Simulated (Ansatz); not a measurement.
The parent structure is Zr in the hcp (Mg type) structure (space group P6_3/mmc, No. 194; a = 3.1842 Å, c = 5.1167 Å).

The values are results of PBEsol in Ansatz (plane waves to 420 eV, PAW, scalar-relativistic without spin-orbit coupling), not measurements.

Base values:

| Item | Value |
|---|---|
| c/a ratio | 1.607 |
| Volume per atom | 22.46 Å³ |

Modification: Hf takes the place of Zr on all its sites; the structure is relaxed again.

Predict the new c/a ratio and volume per atom.

The c/a ratio drops by 0.024 to 1.583; the volume per atom decreases by 0.858 Å³, from 22.46 Å³ to 21.61 Å³.

No phonon test of stability was made. All final runs are without spin polarisation.

Ansatz is a program for electronic structure.
